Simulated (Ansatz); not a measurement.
The parent structure is CaF$_{2}$ in the fluorite structure (space group Fm-3m, No. 225; a = 5.4205 Å).

Computed with plane-wave PAW DFT at the PBEsol level (Ansatz, a first-principles code, 420 eV), scalar-relativistic without spin-orbit coupling.

For the base:

- Pressure: 0.00 GPa

Perturbation: the cell is scaled by 0.9908 in all directions, atoms relaxed at fixed cell.

Q: What does the calculation give for the energy relative to the base after the change?

A: The energy rises by 2.8 meV/atom.

Q: Estimate the effect on the pressure.

A: The pressure goes from zero to 2.55 GPa.

The cells carry an imposed strain or load. No phonon test of stability was made.
